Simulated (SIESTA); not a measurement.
A self-consistent single point of SrMg (P3m1, 6 atoms in the cell) with SIESTA.

Level of theory: LDA PW92, numerical atomic orbitals DZP, PseudoDojo LDA standard norm-conserving potentials (rewritten from UPF to PSML) (SIESTA).

```
CELL_PARAMETERS angstrom
      4.27251     0.00000     0.00000
     -2.13625     3.70010     0.00000
      0.00000     0.00000    16.39140
ATOMIC_POSITIONS crystal
  Sr 0.00000 0.00000 0.98261
  Sr 0.66667 0.33333 0.53224
  Sr 0.00000 0.00000 0.31727
  Mg 0.66667 0.33333 0.81771
  Mg 0.00000 0.00000 0.69930
  Mg 0.66667 0.33333 0.15087
```

Reference input (self-consistent single point, DFT, GGA PBEsol, numerical atomic orbitals DZP, PseudoDojo PBEsol standard norm-conserving potentials (rewritten from UPF to PSML)): XC.functional = GGA; XC.authors = PBEsol; potentials = PseudoDojo PBEsol standard; PAO.BasisSize = DZP; PAO.EnergyShift = 0.01 Ry; MeshCutoff = 350 Ry; kgrid.MonkhorstPack = 6 6 2; OccupationFunction = FD; ElectronicTemperature = 1160.45 K; MaxSCFIterations = 150; SCF.Mixer.Method = Pulay; SCF.Mixer.Weight = 0.25. This run's input differs from it in these lines:

```diff
@@ -1,2 +1,2 @@
-# files in the folder: Sr.psml Mg.psml (PseudoDojo PBEsol standard)
+# files in the folder: Sr.psml Mg.psml (PseudoDojo LDA standard)
 SystemName  SrMg
@@ -26,4 +26,4 @@
 
-XC.functional                GGA
-XC.authors                   PBEsol
+XC.functional                LDA
+XC.authors                   PW92
 PAO.BasisSize                DZP
```

The program printed (abridged):

```
        iscf     Eharris(eV)        E_KS(eV)     FreeEng(eV)     dDmax    Ef(eV) dHmax(eV)
   scf:    1    -7620.717294    -7627.901537    -7628.029842  0.666579 -2.783927  3.643873
   scf:    2    -7624.966979    -7627.184645    -7627.333585  0.228728 -2.816414  6.110668
   scf:    3    -7628.077527    -7628.167094    -7628.302398  0.175260 -2.828757  2.738531
   scf:    4    -7627.720909    -7628.077115    -7628.213236  0.126027 -2.895728  2.310121
   scf:    5    -7628.117921    -7628.274885    -7628.410145  0.084862 -2.910019  0.934488
   [... 5 lines left out ...]
   scf:   11    -7628.297750    -7628.297748    -7628.434039  0.000027 -2.919512  0.000440
   scf:   12    -7628.297750    -7628.297749    -7628.434040  0.000036 -2.919580  0.000165
   scf:   13    -7628.297751    -7628.297750    -7628.434040  0.000015 -2.919611  0.000073
   scf:   14    -7628.297750    -7628.297750    -7628.434040  0.000002 -2.919619  0.000040
SCF Convergence by DM+H criterion
max |DM_out - DM_in|         :     0.0000021528
max |H_out - H_in|      (eV) :     0.0000398740
SCF cycle converged after 14 iterations

Using DM_out to compute the final energy and forces

siesta: E_KS(eV) =            -7628.2977

siesta: E_KS - E_eggbox =     -7628.2977

siesta: Atomic forces (eV/Ang):
     1    0.000002   -0.000001    0.070333
     2   -0.000002    0.000001    0.070547
     3    0.000002   -0.000001   -0.064405
     4   -0.000017    0.000009   -0.160986
     5    0.000003   -0.000002    0.120235
     6   -0.000003    0.000002   -0.036075
   Tot   -0.000015    0.000009   -0.000352
   Max    0.160986
   Res    0.055651    sqrt( Sum f_i^2 / 3N )
   Max    0.160986    constrained

   [... lines left out ...]
siesta: FreeEng =     -7628.434040
   [... lines left out ...]
siesta:     0.000078    0.000000    0.000000
siesta:     0.000000    0.000078   -0.000000
siesta:     0.000000   -0.000000   -0.001390

siesta: Cell volume =        259.126968 Ang**3

siesta: Pressure (static):
siesta:                Solid            Molecule  Units
siesta:           0.00000448         -0.00000320  Ry/Bohr**3
siesta:           0.00041095         -0.00029383  eV/Ang**3
siesta:           0.65842204         -0.47076837  kBar
```

The run converged in 14 iterations. Against the reference run the pressure goes from 0.67 to 0.07 GPa and the largest force hardly changes (0.162 to 0.161 eV/Å).

The starting cell comes from a database of computed structures (which also holds hypothetical and non-ambient phases and stackings), without a prior relaxation at this level. Its lattice was rescaled by a random factor within 2.5 % of one. Values carry the incompleteness of an atom-centred basis.
